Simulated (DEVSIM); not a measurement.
Device: Au/SiO2/p-Si capacitor, at 300 K.

Layer 1 from the left is SiO2, thickness (nm) 28.0. Layer 2 from the left is Si, thickness (nm) 1700, Na (cm⁻³) 1.1e17.

Metal gate on the left, work function 5.1 eV. Fixed charge at the semiconductor interface -1.7e10 cm⁻² (in units of +e); interface traps 3e11 cm⁻² eV⁻¹, uniform in energy, neutral level at 0.5 of the gap above the valence band.

Constants are typed, rounded textbook-type inputs, not results; the design itself was drawn at random and stands for no fabricated device. Values at 300 K.

SiO2: gap (eV) 9, affinity (eV) 0.9, permittivity 3.9. Si: gap (eV) 1.124, affinity (eV) 4.05, permittivity 11.7, Nc (cm⁻³) 2.86e19, Nv (cm⁻³) 3.1e19.

DEVSIM, 1D Poisson equation in equilibrium, Boltzmann statistics, complete ionisation; no quantum confinement or tunnelling. Metal contacts follow the ideal Schottky-Mott rule: no Fermi-level pinning, no interface dipoles.

What does the simulation give for the minimum of the low-frequency capacitance, the flat-band voltage?

minimum of the low-frequency capacitance 0.0705 μF/cm²; flat-band voltage -0.07 V.
